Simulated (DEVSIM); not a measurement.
Device: Schottky contact on n-type GaAs, at 300 K.

| layer (left to right) | material | thickness (μm) | Nd (cm⁻³) | τn (s) | τp (s) |
|---|---|---|---|---|---|
| 1 | GaAs | 0.630 | 9.6e15 | 2.1e-8 | 2.1e-8 |

Left contact: Schottky, work function 4.88 eV, emission velocity 4.9e6 cm/s. Right contact: ohmic. Voltage is applied to the left contact. Recombination: SRH at mid-gap, radiative, Auger. Mobility is constant in doping.

The device is made up for the run: typed textbook-type constants, with dimensions and the other settings drawn at random. Values at 300 K.

```
parameter        GaAs
-------------  ------
gap (eV)        1.424
affinity (eV)    4.07
permittivity     12.9
Nc (cm⁻³)      4.7e17
Nv (cm⁻³)        9e18
μn (cm²/Vs)      8500
μp (cm²/Vs)       400
B (cm³/s)       2e-10
Cn (cm⁶/s)      1e-30
Cp (cm⁶/s)      1e-30
```

Model (solved in DEVSIM): 1D drift-diffusion, Boltzmann statistics, complete ionisation; no tunnelling, impact ionisation, image-force lowering or self-heating. Metal contacts follow the ideal Schottky-Mott rule: no Fermi-level pinning, no interface dipoles.

The doping Nd of layer 1 was swept, all else fixed.

```tsv
doping Nd of layer 1 (cm^-3)	potential step across the device at zero bias (V)	dark forward voltage at 100 A/cm² (V)	dark forward voltage at 1 A/cm² (V)	largest field in the device at zero bias (V/cm)
2.9e14	0.619	0.621	0.483	11000
9.6e14	0.650	0.608	0.481	15000
2.9e15	0.678	0.602	0.480	23000
9.6e15	0.709	0.599	0.479	43000
2.9e16	0.738	0.598	0.479	?
9.6e16	0.769	0.598	0.479	140000
```

Fill in the missing entries.


- 2.9e16, largest field in the device at zero bias (V/cm): 76000
